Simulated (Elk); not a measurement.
## Worked example: self-consistent single point of YGa₃ (Pm-3m, 4 atoms in the cell) in Elk

Level of theory: PBEsol, all-electron FP-LAPW, Elk's shipped species files, default APW+lo basis run with Elk.

This input was run:

```
tasks
  0

xctype
  22

swidth
  0.00499791

maxscl
  100

scale
  1.889726125

avec
    4.2550600000    0.0000000000    0.0000000000
    0.0000000000    4.2550600000    0.0000000000
    0.0000000000    0.0000000000    4.2550600000

sppath
  './'

atoms
  2
  'Y.in'
  1
  0.0000000000  0.0000000000  0.0000000000    0.0 0.0 0.0
  'Ga.in'
  3
  0.0000000000  0.5000000000  0.5000000000    0.0 0.0 0.0
  0.5000000000  0.0000000000  0.5000000000    0.0 0.0 0.0
  0.5000000000  0.5000000000  0.0000000000    0.0 0.0 0.0

ngridk
  5 5 5
```

The program printed (abridged):

```
│ Elk code version 10.2.4 │

All units are atomic (Hartree, Bohr, etc.)

│ Ground-state run starting from atomic densities │

Lattice vectors :
   8.040898045       0.000000000       0.000000000
   0.000000000       8.040898045       0.000000000
   0.000000000       0.000000000       8.040898045

Unit cell volume      :    519.8926367
Brillouin zone volume :   0.4771181508

Muffin-tin inner radius fraction :   0.1000000000E-01

Nuclei treated as point charges

Species :    1 (Y)
 parameters loaded from : Y.in
 name : yttrium
 nuclear charge    :   -39.00000000
 electronic charge :    39.00000000
 atomic mass :    162065.4502
 muffin-tin radius :    2.600000000
 number of radial points in muffin-tin :    597
 atomic positions (lattice), magnetic fields (Cartesian) :
   1 :   0.00000000  0.00000000  0.00000000    0.00000000  0.00000000  0.00000000

Species :    2 (Ga)
 parameters loaded from : Ga.in
 name : gallium
 nuclear charge    :   -31.00000000
 electronic charge :    31.00000000
 atomic mass :    127097.2538
 muffin-tin radius :    2.400000000
 number of radial points in muffin-tin :    497
 atomic positions (lattice), magnetic fields (Cartesian) :
   1 :   0.00000000  0.50000000  0.50000000    0.00000000  0.00000000  0.00000000
   2 :   0.50000000  0.00000000  0.50000000    0.00000000  0.00000000  0.00000000
   3 :   0.50000000  0.50000000  0.00000000    0.00000000  0.00000000  0.00000000

Total number of atoms per unit cell :    4

Spin treatment :
 spin-unpolarised

Number of Bravais lattice symmetries :   48
Number of crystal symmetries         :   48
Crystal has inversion symmetry
Real symmetric eigensolver will be used

k-point grid :      5     5     5
k-point offset :    0.000000000       0.000000000       0.000000000
k-point set is reduced with full crystal symmetry group
Total number of k-points :       10

Muffin-tin radius times maximum |G+k| :    7.000000000
 using average radius
Maximum |G+k| for APW functions       :    2.857142857
Maximum (1/2)|G+k|²                   :    4.081632653
Maximum |G| for potential and density :    12.00000000
 potential will be trimmed for |G| > 2 gkmax
Constant for pseudocharge density :    8
Radial integration step length :    4

G-vector grid sizes :     32    32    32
Number of G-vectors :    15203

Maximum angular momentum used for
 APW functions                      :    8
 outer part of muffin-tin           :    6
 inner part of muffin-tin           :    1

Total nuclear charge    :   -132.0000000
Total core charge       :    82.00000000
Total valence charge    :    50.00000000
Total excess charge     :    0.000000000
Total electronic charge :    132.0000000

Effective Wigner radius, rₛ :   0.9796787967

Number of empty states         :   16
Total number of valence states :   41
Total number of core states    :   82

Total number of local-orbitals :   55

Exchange-correlation functional :     22     0     0
 PBEsol, Phys. Rev. Lett. 100, 136406 (2008)
 gradient requirement :    1
 generalised gradient approximation (GGA)

Smearing type :    3
 Fermi-Dirac
Smearing width :   0.4997910000E-02
Effective electronic temperature (K) :    1578.215154

Mixing type :    3
 Broyden mixing, J. Phys. A: Math. Gen. 17, L317 (1984)

Kohn-Sham potential initialised from atomic data

│ Self-consistent loop started │
│ Loop number : 1 │
 total energy                :     -9213.52167084
│ Loop number : 2 │
 total energy                :     -9213.67809158
RMS change in Kohn-Sham potential (target) :   0.1409275131     (  0.1000000000E-05)
Absolute change in total energy (target)   :   0.1564207333     (  0.1000000000E-03)
│ Loop number : 3 │
 total energy                :     -9213.66755923
RMS change in Kohn-Sham potential (target) :   0.1389207330     (  0.1000000000E-05)
Absolute change in total energy (target)   :   0.2857283616E-01 (  0.1000000000E-03)
│ Loop number : 4 │
 total energy                :     -9212.91747204
RMS change in Kohn-Sham potential (target) :   0.8383395004E-01 (  0.1000000000E-05)
Absolute change in total energy (target)   :   0.7429439812     (  0.1000000000E-03)
│ Loop number : 5 │
 total energy                :     -9212.29681845
RMS change in Kohn-Sham potential (target) :   0.3438119098E-01 (  0.1000000000E-05)
Absolute change in total energy (target)   :   0.8063895866     (  0.1000000000E-03)
│ Loop number : 6 │
 total energy                :     -9212.04131492
RMS change in Kohn-Sham potential (target) :   0.9919826521E-02 (  0.1000000000E-05)
Absolute change in total energy (target)   :   0.4571009260     (  0.1000000000E-03)
│ Loop number : 7 │
 total energy                :     -9211.95154921
RMS change in Kohn-Sham potential (target) :   0.4974767630E-03 (  0.1000000000E-05)
Absolute change in total energy (target)   :   0.2040409435     (  0.1000000000E-03)
│ Loop number : 8 │
 total energy                :     -9211.95976407
RMS change in Kohn-Sham potential (target) :   0.8668758987E-04 (  0.1000000000E-05)
Absolute change in total energy (target)   :   0.4279536710E-01 (  0.1000000000E-03)
│ Loop number : 9 │
 total energy                :     -9211.95680872
RMS change in Kohn-Sham potential (target) :   0.3505781760E-04 (  0.1000000000E-05)
Absolute change in total energy (target)   :   0.1365419872E-01 (  0.1000000000E-03)
│ Loop number : 10 │
 total energy                :     -9211.95553558
RMS change in Kohn-Sham potential (target) :   0.1148426212E-04 (  0.1000000000E-05)
Absolute change in total energy (target)   :   0.4686685081E-02 (  0.1000000000E-03)
│ Loop number : 11 │
 total energy                :     -9211.95529869
RMS change in Kohn-Sham potential (target) :   0.4759306801E-05 (  0.1000000000E-05)
Absolute change in total energy (target)   :   0.1408560183E-02 (  0.1000000000E-03)
│ Loop number : 12 │
 total energy                :     -9211.95510985
RMS change in Kohn-Sham potential (target) :   0.1197921022E-05 (  0.1000000000E-05)
Absolute change in total energy (target)   :   0.5409845908E-03 (  0.1000000000E-03)
│ Loop number : 13 │
 total energy                :     -9211.95508463
RMS change in Kohn-Sham potential (target) :   0.1572641389E-06 (  0.1000000000E-05)
Absolute change in total energy (target)   :   0.1604617300E-03 (  0.1000000000E-03)
│ Loop number : 14 │
 total energy                :     -9211.95509574
RMS change in Kohn-Sham potential (target) :   0.9555940155E-07 (  0.1000000000E-05)
Absolute change in total energy (target)   :   0.2900957952E-04 (  0.1000000000E-03)
Convergence targets achieved

│ Loop number : 15 │

Energies :
 Fermi                       :     0.255852795633
 sum of eigenvalues          :     -5338.94162975
 electron kinetic            :      9432.84702715
 core electron kinetic       :      8972.30067360
 Coulomb                     :     -18314.2512643
 Coulomb potential           :     -14338.2961926
 nuclear-nuclear             :     -1016.76461721
 electron-nuclear            :     -20256.6771017
 Hartree                     :      2959.19045457
 Madelung                    :     -11145.1031681
 xc potential                :     -433.492464350
 exchange                    :     -323.202052118
 correlation                 :     -7.34476356890
 electron entropic           :    -0.405561078684E-02
 total energy                :     -9211.95510848

Density of states at Fermi energy :    51.89329458
 (states/Hartree/unit cell)

Estimated indirect band gap :   0.7067608591E-02
 from k-point      6 to k-point      5
Estimated direct band gap   :   0.4538329246E-01
 at k-point      5

Charges :
 core                        :    82.00000000
 valence                     :    50.00000000
 interstitial                :    6.136740603
 muffin-tins (core leakage)
  species :    1 (Y)
   atom    1                 :    36.94634312     (  0.9116523941E-05)
  species :    2 (Ga)
   atom    1                 :    29.63897209     (  0.7606681782E-03)
   atom    2                 :    29.63897209     (  0.7606681782E-03)
   atom    3                 :    29.63897209     (  0.7606681782E-03)
 total in muffin-tins        :    125.8632594
 total calculated charge     :    131.9841155
 total charge                :    132.0000000
 error                       :   0.1588448484E-01

│ Self-consistent loop stopped │
```

The run converged in 15 iterations. The count includes the last loop, which Elk runs after its targets are met.

The starting cell comes from a database of computed structures (which also holds hypothetical and non-ambient phases and stackings), without a prior relaxation at this level. Values depend on the basis (sphere radii, cutoffs, local orbitals), which need not be converged. The log's line on a gap gives a spacing of levels on this mesh, which the program prints for metals too.
